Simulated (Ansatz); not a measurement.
Start from an 8-atom supercell of ZnS in the wurtzite structure (space group P6_3mc, No. 186) at its relaxed geometry.

```
CELL_PARAMETERS angstrom
      5.67324    -3.27544     0.00000
      1.89108     3.27544     0.00000
      0.00000     0.00000     6.20766
ATOMIC_POSITIONS crystal
  Zn 0.16667 0.50000 0.99968
  Zn 0.66667 0.00000 0.99968
  Zn 0.83333 0.50000 0.49968
  Zn 0.33333 0.00000 0.49968
  S  0.16667 0.50000 0.62552
  S  0.66667 0.00000 0.62552
  S  0.83333 0.50000 0.12552
  S  0.33333 0.00000 0.12552
```

The values are results of Ansatz (an electronic-structure program) PBEsol, no SOC, not measurements.

One neutral defect a cell, atoms relaxed at fixed cell.

One change was made to it. Results:

| quantity | base | after |
|---|---|---|
| pressure | 0.0 GPa | 5.5 GPa |
| largest displacement of a host atom from its site in the perfect cell | – | 0.17 Å |

Task: Which change produced these results?
(A) S vacancy, symmetric start
(B) Li interstitial (started 2.32 Å from the nearest host atom)
(C) Ga on a Zn site, symmetric start
(D) Zn vacancy, symmetric start

Result: B, Li interstitial (started 2.32 Å from the nearest host atom). For comparison, the pressure in the other runs: S vacancy, symmetric start gives -5.7 GPa; Ga on a Zn site, symmetric start gives 3.9 GPa; Zn vacancy, symmetric start gives -2.4 GPa.

Other magnetic orders, which the real material may have, were not ruled out. The cell is small, so the values are those of an ordered compound at a high defect concentration; dilute-limit values will differ. The mesh was chosen for an insulator and is coarse for the gapless case. Defects with a symmetric start kept the site's symmetry and may sit on a saddle; the others started slightly shaken. Starting moments died away, wholly or in part, for Li interstitial (started 2.32 Å from the nearest host atom), S vacancy and Ga on a Zn site; another magnetic solution may exist.
